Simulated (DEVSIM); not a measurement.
System: abrupt InP p-n junction, at 300 K.

| layer (left to right) | material | thickness (μm) | Nd (cm⁻³) | Na (cm⁻³) | τn (s) | τp (s) |
|---|---|---|---|---|---|---|
| 1 | InP | 0.500 | - | 1.5e17 | 6.3e-8 | 6.3e-8 |
| 2 | InP | 130 | 6.4e15 | - | 6.3e-8 | 6.3e-8 |

Left contact: ohmic. Right contact: ohmic. Voltage is applied to the left contact. Recombination: SRH at mid-gap, radiative, Auger. Mobility is constant in doping.

The device is made up for the run: typed textbook-type constants, with dimensions and the other settings drawn at random. Values at 300 K.

```csv
parameter,InP
gap (eV),1.344
affinity (eV),4.38
permittivity,12.5
Nc (cm⁻³),5.7e17
Nv (cm⁻³),1.1e19
μn (cm²/Vs),5200
μp (cm²/Vs),170
B (cm³/s),1.2e-10
Cn (cm⁶/s),9e-31
Cp (cm⁶/s),9e-31
```

Simulated with DEVSIM: 1D drift-diffusion, Boltzmann statistics, complete ionisation; no tunnelling, impact ionisation, image-force lowering or self-heating.

The thickness of layer 1 was swept, all else fixed.

```
thickness of layer 1 (μm)  dark forward voltage at 1 A/cm² (V)  dark forward voltage at 100 A/cm² (V)
-------------------------  -----------------------------------  -------------------------------------
0.1                                                      0.871                                  1.231
0.17                                                     0.885                                  1.243
0.3                                                      0.899                                  1.257
0.5                                                      0.913                                  1.268
0.85                                                     0.926                                  1.279
1.5                                                      0.938                                  1.290
2.5                                                        [?]                                    [?]
```

Fill in the missing entries.


- 2.5, dark forward voltage at 1 A/cm² (V): 0.948
- 2.5, dark forward voltage at 100 A/cm² (V): 1.299
